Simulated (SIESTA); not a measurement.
Band structure of Os (P6_3/mmc, 2 atoms in the cell).

```yaml
crystal:
  lattice:
    - [1.36500, -2.36425, 0.00000]
    - [1.36500, 2.36425, 0.00000]
    - [0.00000, 0.00000, 4.32000]
  atoms:
    - { symbol: Os, position: [0.33333, 0.66667, 0.25000] }
    - { symbol: Os, position: [0.66667, 0.33333, 0.75000] }
```

Method: GGA PBE, numerical atomic orbitals DZP, PseudoDojo PBE standard norm-conserving potentials (rewritten from UPF to PSML) (SIESTA).

Settings: XC.functional = GGA; XC.authors = PBE; potentials = PseudoDojo PBE standard; PAO.BasisSize = DZP; PAO.EnergyShift = 0.005 Ry; MeshCutoff = 350 Ry; kgrid.MonkhorstPack = 11 11 6; OccupationFunction = MP; OccupationMPOrder = 0; ElectronicTemperature = 136 meV; MaxSCFIterations = 150; SCF.Mixer.Method = Pulay; SCF.Mixer.Weight = 0.25; SCF.Mixer.History = 8.

The starting cell has typed, rounded lattice constants, without a prior relaxation at this level. Spin-orbit coupling is off. Spin polarisation is off. Values carry the incompleteness of an atom-centred basis.

Levels in eV from the Fermi level, bands 13 to 18:
```csv
point,13,14,15,16,17,18
Γ,-2.82,-2.20,-2.20,-1.53,-1.53,0.09
M,-2.86,-2.57,-1.86,2.11,2.67,2.76
K,-3.44,-3.44,-1.30,1.52,1.52,2.09
A,-3.23,-3.23,-3.23,-3.23,0.94,0.94
L,-1.17,-1.17,-0.08,-0.08,2.44,2.44
H,-3.44,-3.44,-1.31,-1.31,1.71,1.71
```

Bands cross the Fermi level along this path, so the cell is metallic at this level.

Higher empty bands are left out: an atom-centred basis made for the valence describes them poorly.
